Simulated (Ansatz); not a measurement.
Results of r²SCAN+SOC (Ansatz, an electronic-structure program, plane waves, PAW) for K3AgSn3Se8 (P4/nbm, No. 125; cell taken from a computed entry).

The input as run:

Ansatz 0.2 input:
```yaml
crystal:
  lattice:
    - [8.0681406071, 0.0, 0.0]
    - [0.0, 8.0681406071, 0.0]
    - [0.0, 0.0, 13.3206875755]
  atoms:
    - { symbol: K, position: [0.5, 0.5, 0.2715840508] }
    - { symbol: K, position: [0.5, 0.5, 0.7284159492] }
    - { symbol: K, position: [0.0, 0.0, 0.7284159492] }
    - { symbol: K, position: [0.0, 0.0, 0.2715840508] }
    - { symbol: K, position: [0.0, 0.0, 0.0] }
    - { symbol: K, position: [0.5, 0.5, 0.0] }
    - { symbol: Ag, position: [0.0, 0.5, 0.0] }
    - { symbol: Ag, position: [0.5, 0.0, 0.0] }
    - { symbol: Sn, position: [0.0, 0.5, 0.2380464343] }
    - { symbol: Sn, position: [0.5, 0.0, 0.2380464343] }
    - { symbol: Sn, position: [0.0, 0.5, 0.7619535657] }
    - { symbol: Sn, position: [0.5, 0.0, 0.7619535657] }
    - { symbol: Sn, position: [0.5, 0.0, 0.5] }
    - { symbol: Sn, position: [0.0, 0.5, 0.5] }
    - { symbol: Se, position: [0.3170820867, 0.1829179133, 0.8657711616] }
    - { symbol: Se, position: [0.8170820867, 0.3170820867, 0.8657711616] }
    - { symbol: Se, position: [0.6829179133, 0.8170820867, 0.8657711616] }
    - { symbol: Se, position: [0.1829179133, 0.6829179133, 0.8657711616] }
    - { symbol: Se, position: [0.3170820867, 0.8170820867, 0.1342288384] }
    - { symbol: Se, position: [0.8170820867, 0.6829179133, 0.1342288384] }
    - { symbol: Se, position: [0.6829179133, 0.1829179133, 0.1342288384] }
    - { symbol: Se, position: [0.1829179133, 0.3170820867, 0.1342288384] }
    - { symbol: Se, position: [0.3315686185, 0.1684313815, 0.3730432338] }
    - { symbol: Se, position: [0.8315686185, 0.3315686185, 0.3730432338] }
    - { symbol: Se, position: [0.6684313815, 0.8315686185, 0.3730432338] }
    - { symbol: Se, position: [0.1684313815, 0.6684313815, 0.3730432338] }
    - { symbol: Se, position: [0.3315686185, 0.8315686185, 0.6269567662] }
    - { symbol: Se, position: [0.8315686185, 0.6684313815, 0.6269567662] }
    - { symbol: Se, position: [0.6684313815, 0.1684313815, 0.6269567662] }
    - { symbol: Se, position: [0.1684313815, 0.3315686185, 0.6269567662] }
basis:
  ecutwfc: 560
  ecutrho_ratio: 4
  xc_grid: 3
kpoints:
  mp_grid: { grid: [4, 4, 2] }
  band_path: { path: [[0, 0, 0], [0.1, 0.1, 0.5]], npoints: 1 }
hamiltonian:
  xc: r2scan
  dispersion: none
  pseudopotentials: { kind: paw }
scf:
  occupations: { method: fermi_dirac, width: 0.01 }
  convergence: { dr2_threshold: 0.000000003 }
output:
  forces: true
  stress: true
  eigenvalues: true
  write_bands: true
magnetization:
  noncollinear: true
  spin_orbit: true
```

The run printed, among other lines:

```
Crystal: 30 atoms, lattice volume = 867.109 Å³
Basis set: ecut = 560 eV, 26091 PW (Γ), exchange–correlation on 192×192×324 points (27 copies of the dense FFT grid, shifted against one another)
Bands: 520, of which v1, the nominal top of the filled ones, is band 432 counted from 1 (431 counted from 0)
Symmetry: 16 space group operations + 16 with time reversal
k-points: 12 of 32
Initial density: superposition of atomic densities (chi_scale 0.1, normalization cell, long waves kept (reshape's long-wave potential 0.81 eV rms))
Functional: x = r2scan, c = r2scan; τ floored in thin density (d = 2e-4 eV/Å³)
WARN: concurrent solve slots capped 8 → 1 …
spin=Noncollinear: Resta preconditioning applied to the charge; magnetization (m_x, m_y, m_z) channels mix plain (no charge-response kernel on spin).
SCF 1 converged in 14 iterations: F = -148236.228975 eV  dr2 = 4.06e-10
SCF converged after 14 iterations
Free energy (F): -148236.228975 eV
Internal energy: -148236.228975 eV  (E = F + TS)
E sigma→0 (E₀):  -148236.228975 eV
Fermi energy:    6.973662 eV
  ...
  atom   6  K      0.00000000     0.00000000    -0.00000000
  atom   7  Ag     0.00000000     0.00000000     0.00000000
  atom   8  Ag     0.00000000     0.00000000     0.00000000
  atom   9  Sn     0.00000000    -0.00000000    -0.08844270
  atom  10  Sn     0.00000000    -0.00000000    -0.08844270
  atom  11  Sn     0.00000000     0.00000000     0.08844270
  atom  12  Sn     0.00000000     0.00000000     0.08844270
  atom  13  Sn     0.00000000     0.00000000     0.00000000
  atom  14  Sn     0.00000000     0.00000000    -0.00000000
  atom  15  Se     0.03363143    -0.03363143    -0.10842931
  atom  16  Se     0.03363143     0.03363143    -0.10842931
  atom  17  Se    -0.03363143     0.03363143    -0.10842931
  atom  18  Se    -0.03363143    -0.03363143    -0.10842931
  atom  19  Se     0.03363143     0.03363143     0.10842931
  atom  20  Se     0.03363143    -0.03363143     0.10842931
  atom  21  Se    -0.03363143    -0.03363143     0.10842931
  atom  22  Se    -0.03363143     0.03363143     0.10842931
  atom  23  Se     0.09503171    -0.09503171     0.11445399
  atom  24  Se     0.09503171     0.09503171     0.11445399
  atom  25  Se    -0.09503171     0.09503171     0.11445399
  atom  26  Se    -0.09503171    -0.09503171     0.11445399
  atom  27  Se     0.09503171     0.09503171    -0.11445399
  atom  28  Se     0.09503171    -0.09503171    -0.11445399
  atom  29  Se    -0.09503171    -0.09503171    -0.11445399
  atom  30  Se    -0.09503171     0.09503171    -0.11445399
--- Stress (GPa, compression-positive) ---
        0.759658       0.000000       0.000000
        0.000000       0.759658       0.000000
        0.000000       0.000000       1.154720
  P = ⅓ Tr σ = 0.8913 GPa (8.913 kbar)
```

The PAW data were made under PBE.

Note: cell and atoms aren't relaxed at this level (largest force component 0.11 eV/Å, pressure 0.9 GPa).
